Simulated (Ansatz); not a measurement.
## Elastic constant C44 of CsCl-type CoAl at several levels of theory

No measured value is used here.

| level (code) | value (GPa) | cell (Å³/atom) |
|---|---|---|
| LDA (Ansatz) | 157 | 10.90 |
| PBE (Ansatz) | 140 | 11.60 |
| PBEsol (Ansatz) | (withheld) | 11.25 |
| r²SCAN (Ansatz) | 164 | 11.25 |
| HSE06 (Ansatz) | 166 | 11.09 |

### Question
Complete the blanks.

### Answer

- PBEsol (Ansatz, a program for electronic structure), value (GPa): 152

The crystal itself was run without spin with LDA, PBE, PBEsol, r²SCAN, HSE06; a magnetic state was not tried in these runs. HSE06: hybrids on metals are sensitive to the k mesh. Each level is taken at its own relaxed cell. Cutoffs and k meshes differ between the levels. Ansatz's density-functional and Hartree–Fock values are scalar-relativistic unless marked +SOC, with PAW data made under PBE.
